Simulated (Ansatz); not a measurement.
Start from Cu in the fcc (Cu type) structure (space group Fm-3m, No. 225; a = 3.5184 Å; relaxed with 0.1 eV smearing).

Calculations: Kohn–Sham DFT with the LDA functional, run in Ansatz (an electronic-structure program) with PAW and 420 eV plane waves, spin-orbit coupling left out.

Strains are applied to the cell and any free atomic positions relax.

One change was made to it. Results:

| quantity | base | after |
|---|---|---|
| pressure | 0.0 GPa | 13.3 GPa |
| energy relative to the base (free energy F) | 0 meV/atom | +25 meV/atom |

**Question.** Which change produced these results?
A. isotropic strain −1.00 %
B. isotropic strain −2.00 %
C. isotropic strain +3.00 %

**Answer.** B, isotropic strain −2.00 %. For comparison, the energy relative to the base in the other runs: isotropic strain +3.00 % gives +46 meV/atom; isotropic strain −1.00 % gives +6.0 meV/atom.

No phonon test of stability was made. The final runs are not spin-polarised.
